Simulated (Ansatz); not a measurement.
Consider MoTe2 in the 2H-MoS2 type structure (space group P6_3/mmc, No. 194; a = 3.4966 Å, c = 13.6958 Å; layered, stacked along the Cartesian z axis).

Levels (all Ansatz, an electronic-structure program, PAW): PBE-D3(BJ) (420 eV, scalar-relativistic without spin-orbit coupling); r2SCAN+rVV10 (500 eV, spin-orbit coupling left out).

Levels that relaxed their own cell: PBE-D3(BJ) and r2SCAN+rVV10.

| level | band gap | lattice parameter a | lattice parameter c |
|---|---|---|---|
| PBE-D3(BJ) | 0.60 eV | 3.497 Å | 13.696 Å |
| r2SCAN+rVV10 | 0.87 eV | 3.542 Å | 14.182 Å |

Measured: band gap 1.06 eV (0 K or low temperature; as listed in Desman Perdamaian Gulo et al., Physical Review Materials (2023)); lattice parameter a 3.518 Å (room temperature; as listed in arXiv:1605.07067); lattice parameter c 13.974 Å (room temperature; as listed in arXiv:1605.07067).

Computed minus measured — band gap: PBE-D3(BJ) -0.46 eV, r2SCAN+rVV10 -0.19 eV (closest: r2SCAN+rVV10); lattice parameter a: PBE-D3(BJ) -0.6 %, r2SCAN+rVV10 +0.7 %; lattice parameter c: PBE-D3(BJ) -2.0 %, r2SCAN+rVV10 +1.5 % (closest: r2SCAN+rVV10). Measured values not marked as corrected hold thermal and zero-point effects that the static-lattice runs lack. A measured gap can be an optical one, lowered by exciton binding. Levels without spin-orbit coupling miss its effect on the gap.

With Te present, leaving out spin-orbit coupling can change the band edges. Stability against distortions was not tested. The program warned that a D3 coordination switch lies within reach, so dispersion energies are less smooth here.
